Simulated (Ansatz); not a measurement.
Start from SiO$_{2}$ in the rutile structure (space group P4_2/mnm, No. 136; a = 4.1549 Å, c = 2.6615 Å). Axes: x, y, z lie along a, b, c of the conventional cell.

Calculations: Ansatz (a quantum-chemistry and plane-wave program), LDA, PAW, cutoff 420 eV, spin-orbit coupling left out.

The change: uniaxial strain ε_zz = +1.20 %, all other strain components held at zero, atoms relaxed at fixed cell.

Q: Predict the stress tensor and what it implies for the stiffness.

A: Stress of the strained cell less that of the base (GPa, compression positive):
```
  -2.31    0.00    0.00
   0.00   -2.31    0.00
   0.00    0.00   -8.59
```

Then −Δσ_ii/ε with ε = 0.0120 gives relaxed-ion elastic constants: C33 ≈ 716 GPa, C13 ≈ 192 GPa and C23 ≈ 192 GPa.

Stability against distortions was not tested.
